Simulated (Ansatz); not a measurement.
The reference is CsPbCl3 in the cubic perovskite structure (space group Pm-3m, No. 221; a = 5.6188 Å). Axes: x, y, z lie along the cube axes.

Method: Kohn–Sham DFT with the PBEsol functional, run in Ansatz (a quantum-chemistry and plane-wave program) with PAW and 420 eV plane waves, no spin-orbit coupling.

Strains are applied to the cell and any free atomic positions relax; under biaxial strain the out-of-plane vector relaxes too.

One change was made to it. Results:

The energy grows by 0.5 meV/atom; the band gap shrinks by 0.06 eV, from 1.83 eV to 1.77 eV.

Question: Name the change that was made.
(A) biaxial strain −2.00 %, plane normal [111], relaxed out of plane
(B) biaxial strain −2.50 %, plane normal [111], relaxed out of plane
(C) biaxial strain −1.00 %, plane normal [111], relaxed out of plane

Answer: C, biaxial strain −1.00 %, plane normal [111], relaxed out of plane. For comparison, the band gap in the other runs: biaxial strain −2.00 %, plane normal [111], relaxed out of plane gives 1.72 eV; biaxial strain −2.50 %, plane normal [111], relaxed out of plane gives 1.69 eV.

Spin-orbit coupling, missing from the scalar runs, can matter with Pb. Whether these cells are dynamically stable was not tested. Many cubic perovskites are stable only at high temperature; tilts and polar distortions were not tested. This is not the structure that CsPbCl3 has at room temperature and ambient pressure.
